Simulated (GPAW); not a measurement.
Worked example: relaxation of cell and atoms of Be (P6_3/mmc, 2 atoms in the cell) in GPAW.

Computed with PBE, GPAW PAW datasets PBE (gpaw-data 1.0.1) (plane waves; GPAW).

```
CELL_PARAMETERS angstrom
      2.23896     0.00000     0.00000
     -1.11948     1.93900     0.00000
      0.00000     0.00000     3.53335
ATOMIC_POSITIONS crystal
  Be 0.33333 0.66667 0.75000
  Be 0.66667 0.33333 0.25000
```

Reference input (self-consistent single point, DFT PBE, plane waves, GPAW PAW datasets PBE (gpaw-data 1.0.1)): mode = pw; ecut = 850 eV; xc = PBE; kpts = 13 13 8; mesh shift (steps) = 0 0 0; occupations.name = fermi-dirac; occupations.width = 0.05 eV; nbands = -8; symmetry.symmorphic = false; symmetry.tolerance = 0.0005; maxiter = 150. This run's input differs from it in these lines:

```diff
@@ -1,2 +1,4 @@
 from ase import Atoms
+from ase.filters import FrechetCellFilter
+from ase.optimize import LBFGS
 from ase.units import GPa
@@ -17,2 +19,3 @@
             nbands=-8,
+            convergence={'density': 1e-05},
             symmetry={'symmorphic': False, 'tolerance': 0.0005},
@@ -21,2 +24,10 @@
 atoms.calc = calc
+
+target = FrechetCellFilter(atoms)
+
+opt = LBFGS(target, logfile='-')
+converged = opt.run(fmax=0.02, steps=40)
+print('Relaxation converged:', converged)
+print('Cell:', atoms.cell.cellpar().round(4))
+print(atoms.get_scaled_positions().round(5))
```

Output (repeated stretches shortened):

```
     iter     time        total  log10-change:
                         energy   eigst   dens
iter:   1 --:--:--    -7.382419
iter:   2 --:--:--    -7.384241   -1.79  -1.31
iter:   3 --:--:--    -7.387370   -2.34  -1.33
iter:   4 --:--:--    -7.389425   -3.32  -1.91
iter:   5 --:--:--    -7.389569   -4.77  -2.43
iter:   6 --:--:--    -7.389587c  -5.98  -2.80
iter:   7 --:--:--    -7.389587c  -8.63c -4.18
iter:   8 --:--:--    -7.389587c  -9.33c -4.39
iter:   9 --:--:--    -7.389587c -11.30c -5.29c
Converged after 9 iterations.

Dipole moment: (-0.000000, -0.000000, -0.000000) |e|*Ang

Energy contributions relative to reference atoms: (reference = -796.369947)

Kinetic:         +8.044318
Potential:       -3.953155
External:        +0.000000
XC:             -11.343252
Entropy (-ST):   -0.000826
Local:           -0.137085
SIC:             +0.000000
--------------------------
Free energy:     -7.390000
Extrapolated:    -7.389587

Showing only first 2 kpts
 Kpt  Band  Eigenvalues  Occupancy
  0     0     -3.77206    2.00000
  0     1      3.18433    2.00000
  0     2      8.97206    0.00000
  0     3     24.25246    0.00000

  1     0     -3.63495    2.00000
  1     1      2.44741    2.00000
  1     2     10.03200    0.00000
  1     3     24.37933    0.00000

Fermi level: 7.59532

No gap
   [... lines left out ...]
Occupation numbers: Fermi-Dirac:
Atomic positions and initial magnetic moments
Free energy:     -7.393211
Fermi level: 7.54484
No gap
Occupation numbers: Fermi-Dirac:
Atomic positions and initial magnetic moments
Free energy:     -7.402863
Fermi level: 7.23440
No gap
   [... lines left out ...]
     0.000000    -0.000000     0.001347

Forces in eV/Ang:
  0 Be   -0.00000    0.00000   -0.00000
  1 Be    0.00000    0.00000   -0.00000

LBFGS:    5 --:--:--       -7.402930        0.010816
Relaxation converged: True
Cell: [  2.2794   2.2794   3.5679  90.      90.     120.    ]
[[0.33333 0.66667 0.75   ]
 [0.66667 0.33333 0.25   ]]
Energy (eV): -7.402362
Stress (GPa, Voigt): [ 0.0615  0.0615  0.2159 -0.      0.      0.    ]
```

The run converged. GPAW prints stress with tension positive. 

Summary of the result:
```
Quantity                                                                                                     Value
-------------------------------------------------------  ---------------------------------------------------------
Free energy E − TS (from the program's reference atoms)                                                 -7.4029 eV
Fermi level (on the code's own zero)                                                                       7.22 eV
Pressure                                                                                                 -0.11 GPa
Final cell                                               a = b = 2.279 Å, c = 3.568 Å, α = β = 90.00°, γ = 120.00°
Final volume per atom                                                                                      8.03 Å³
Relaxation steps                                                                                                 5
```

The starting cell comes from a database of computed structures (which also holds hypothetical and non-ambient phases and stackings), without a prior relaxation at this level. Its lattice was rescaled by a random factor within 2.5 % of one. The relaxation keeps the symmetry of its start, so its end need not be a minimum.

Cost on one core of a shared machine: roughly 80 s.
